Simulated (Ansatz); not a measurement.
Take W in the bcc (W type) structure (space group Im-3m, No. 229; relaxed with 0.1 eV smearing) as the base.

```xyz
1
Lattice="-1.5844 1.5844 1.5844 1.5844 -1.5844 1.5844 1.5844 1.5844 -1.5844" Properties=species:S:1:pos:R:3 pbc="T T T"
W      0.0000     0.0000     0.0000
```

Cartesian axes are those of the cell as printed.

Calculations: plane-wave PAW DFT at the r2SCAN level (Ansatz, a program for electronic structure, 500 eV), no spin-orbit coupling.

For the base:

```
Item                             Value
-----------------------------  -------
Shortest interatomic distance  2.744 Å
```

Now apply this change: uniaxial strain ε_zz = +0.76 %, all other strain components held at zero, atoms relaxed at fixed cell.

**Question.** How does this affect the shortest interatomic distance, energy relative to the base and stress?

**Answer.** The shortest interatomic distance increases by 0.007 Å to 2.751 Å; the energy goes up by 1.5 meV/atom; the stress (xx, yy, zz, yz, xz, xy; compression positive) is (-1.5, -1.5, -4.1, 0.0, 0.0, 0.0) GPa.

Stability against distortions was not tested. The final runs are not spin-polarised.
